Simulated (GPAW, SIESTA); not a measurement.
A SIESTA input for a self-consistent single point of VCu3O4 (I-42m, 8 atoms in the cell) (DFT, LDA PW92, numerical atomic orbitals DZP, PseudoDojo LDA standard norm-conserving potentials (rewritten from UPF to PSML)):

```
# files in the folder: V.psml Cu.psml O.psml (PseudoDojo LDA standard)
SystemName  VCu3O4
SystemLabel VCu3O4

NumberOfAtoms                8
NumberOfSpecies              3
%block ChemicalSpeciesLabel
  1 23 V
  2 29 Cu
  3 8 O
%endblock ChemicalSpeciesLabel
LatticeConstant              1.0 Ang
%block LatticeVectors
    -2.266116000    2.266116000    4.460727000
     2.266116000   -2.266116000    4.460727000
     2.266116000    2.266116000   -4.460727000
%endblock LatticeVectors
AtomicCoordinatesFormat      Ang
%block AtomicCoordinatesAndAtomicSpecies
     0.000000000    0.000000000    0.000000000  1
     2.266116000    0.000000000    2.230363500  2
     0.000000000    2.266116000    2.230363500  2
     0.000000000    0.000000000    4.460727000  2
     1.241559634   -1.241559634    3.439488161  3
     1.024556366    1.024556366    1.021238839  3
    -1.241559634    1.241559634    3.439488161  3
     1.241559634    1.241559634    5.481965839  3
%endblock AtomicCoordinatesAndAtomicSpecies

XC.functional                LDA
XC.authors                   PW92
PAO.BasisSize                DZP
PAO.EnergyShift              0.01 Ry
MeshCutoff                   350 Ry
%block kgrid.MonkhorstPack
    5   0   0  0.0
    0   5   0  0.0
    0   0   5  0.0
%endblock kgrid.MonkhorstPack
OccupationFunction           MP
OccupationMPOrder            0
ElectronicTemperature        0.136 eV

MaxSCFIterations             150
SCF.Mixer.Method             Pulay
SCF.Mixer.Weight             0.2
SCF.Mixer.History            8
SCF.DM.Tolerance             1.0E-05
Diag.ParallelOverK           true
WriteForces                  true
```

Task: Give the GPAW input for the same structure, mesh, smearing and functional.

Result: This is the input that was run; spellings and numerical settings could be chosen otherwise.

```python
from ase import Atoms
from ase.units import GPa
from gpaw import GPAW, PW

atoms = Atoms(['V', 'Cu', 'Cu', 'Cu', 'O', 'O', 'O', 'O'],
              cell=[[-2.266116, 2.266116, 4.460727],
                    [2.266116, -2.266116, 4.460727],
                    [2.266116, 2.266116, -4.460727]],
              scaled_positions=[[0.000000, 0.000000, 0.000000],
                                [0.250000, 0.750000, 0.500000],
                                [0.750000, 0.250000, 0.500000],
                                [0.500000, 0.500000, 0.000000],
                                [0.111590, 0.659470, 0.000000],
                                [0.340530, 0.340530, 0.452120],
                                [0.659470, 0.111590, 0.000000],
                                [0.888410, 0.888410, 0.547880]],
              pbc=True)

calc = GPAW(mode=PW(900),
            xc='LDA',
            kpts=(5, 5, 5),
            occupations={'name': 'methfessel-paxton', 'width': 0.136, 'order': 0},
            nbands=-6,
            convergence={'forces': 0.001, 'bands': -4},
            symmetry={'symmorphic': False, 'tolerance': 0.0005},
            maxiter=150,
            txt='-')

atoms.calc = calc

energy = atoms.get_potential_energy()
print('Energy (eV):', round(energy, 6))
forces = atoms.get_forces()
print('Forces (eV/Ang):')
print(forces.round(5))
stress = atoms.get_stress()
print('Stress (GPa, Voigt):', (stress / GPa).round(4))
```

Basis settings and potentials, where a program has them, do not carry over. This input uses DFT LDA (Perdew-Wang 92), plane waves, GPAW PAW datasets LDA (gpaw-data 1.0.1). LDA parametrisations can differ slightly between programs.

The starting cell comes from a database of computed structures (which also holds hypothetical and non-ambient phases and stackings), without a prior relaxation at this level. Its lattice was rescaled by a random factor within 2.5 % of one. For this run, on top of that: lattice scaled by 0.98.
